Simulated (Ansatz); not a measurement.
Here is the system:

```
CELL_PARAMETERS angstrom
      3.10697     0.00000     0.00000
      0.00000     3.10697     0.00000
      1.55349    -1.55349     2.14108
ATOMIC_POSITIONS crystal
  Si 0.00000 0.00000 0.00000
  C  0.75000 0.75000 0.50000
```

No spin polarisation.

Calculations: LDA (Ansatz, a program for electronic structure, PAW, no SOC). Settings: 13×13×13 k-points, 0.05 eV Fermi–Dirac smearing.

Q: What valence-band top at Γ (three highest levels, from the VBM) does the calculation give?

A: 0.00, -0.17, -0.17 eV.

Q: What band gap does the calculation give?

A: 1.05 eV.

Q: Estimate the gap character.

A: Indirect, Γ → M.

The cells carry an imposed strain or load. Stability against distortions was not tested. The cell was made from SiC in the zinc blende structure (space group F-43m, No. 216) by this change: biaxial strain +1.50 %, plane normal [001], relaxed out of plane.
